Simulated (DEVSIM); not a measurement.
System: illuminated Si n-on-p cell, one wavelength, with a back-surface field, at 250 K.

Layer 1 from the left is Si, thickness (μm) 0.270, Nd (cm⁻³) 2.2e18, τn (s) 2.2e-7, τp (s) 8.4e-8, absorption coefficient (cm⁻¹) 6300. Layer 2 from the left is Si, thickness (μm) 31.0, Na (cm⁻³) 1e17, τn (s) 1.1e-6, τp (s) 1.1e-6, absorption coefficient (cm⁻¹) 6300. Layer 3 from the left is Si, thickness (μm) 0.150, Na (cm⁻³) 8.4e18, τn (s) 1.1e-6, τp (s) 1.1e-6, absorption coefficient (cm⁻¹) 6300.

Left contact: ohmic, minority hole recombination velocity 3000 cm/s. Right contact: ohmic, minority electron recombination velocity 9000 cm/s. Voltage is applied to the left contact. Recombination: SRH at mid-gap, radiative, Auger. Light enters at the left, 7.8e16 photons cm⁻² s⁻¹, one pass, no reflection. Mobility is μmin + (μ − μmin)/(1 + (N/Nref)^α).

This is a model device: material constants are rounded textbook-type values typed into the input, and sizes, dopings and lifetimes were drawn at random. Values at 300 K; Nc and Nv go as T^1.5, mobilities as T to minus their exponent, the gap by Varshni's rule with the affinity fixed.

Si: gap (eV) 1.124, affinity (eV) 4.05, permittivity 11.7, Nc (cm⁻³) 2.86e19, Nv (cm⁻³) 3.1e19, μn (cm²/Vs) 1417, μp (cm²/Vs) 470, μn,min 52, μp,min 45, Nref,n 9.7e16, Nref,p 2.2e17, αn 0.68, αp 0.72, T exponent of μn 2.3, T exponent of μp 2.2, B (cm³/s) 4.7e-15, Cn (cm⁶/s) 2.8e-31, Cp (cm⁶/s) 9.9e-32, Varshni α (eV/K) 0.000473, Varshni β (K) 636.

Model (solved in DEVSIM): 1D drift-diffusion, Boltzmann statistics, complete ionisation; no tunnelling, impact ionisation, image-force lowering or self-heating.

Task: What does the simulation give for the short-circuit current, the dark forward voltage at 100 A/cm², the potential step across the device at zero bias?

Result: short-circuit current 12.3 mA/cm²; dark forward voltage at 100 A/cm² 0.953 V; potential step across the device at zero bias 1.065 V.
